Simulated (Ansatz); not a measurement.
Reference: ZnSe (F-43m), r2SCAN with spin-orbit coupling, rigid bands (plane waves, PAW; Ansatz, a first-principles code); axes and stresses refer to this cell.

```yaml
crystal:
  lattice:
    - [0.00000, 2.83289, 2.83289]
    - [2.83289, 0.00000, 2.83289]
    - [2.83289, 2.83289, 0.00000]
  atoms:
    - { symbol: Zn, position: [0.00000, 0.00000, 0.00000] }
    - { symbol: Se, position: [0.75000, 0.75000, 0.75000] }
```

The band gap is 1.74 eV and the electron conductivity mass comes out as 0.133 mₑ. The hole conductivity mass is 0.68 mₑ.

| Change | band gap | electron conductivity mass | hole conductivity mass |
|---|---|---|---|
| biaxial stress xx = yy = -2 GPa (compression positive) | 1.56 eV | 0.129 mₑ | 0.50 mₑ |
| hydrostatic pressure -2 GPa | 1.60 eV | 0.128 mₑ | 0.71 mₑ |
| hydrostatic pressure 2 GPa | 1.87 eV | (withheld) | 0.66 mₑ |
| hydrostatic pressure 5 GPa | (withheld) | 0.143 mₑ | 0.63 mₑ |
| uniaxial stress along [110] of -2 GPa (compression positive) | 1.64 eV | (withheld) | 0.60 mₑ |
| uniaxial stress zz = -2 GPa (compression positive) | (withheld) | 0.131 mₑ | 0.57 mₑ |

Problem. Fill in the missing entries.

Solution. 
- hydrostatic pressure 2 GPa, electron conductivity mass: 0.137 mₑ
- hydrostatic pressure 5 GPa, band gap: 2.03 eV
- uniaxial stress along [110] of -2 GPa (compression positive), electron conductivity mass: 0.131 mₑ
- uniaxial stress zz = -2 GPa (compression positive), band gap: 1.62 eV

Masses are for dilute carriers at 300 K, harmonic means over directions unless an axis is named. Stresses and pressures are the targets of the relaxation.  The structure type is held under load, also where the real crystal would transform.
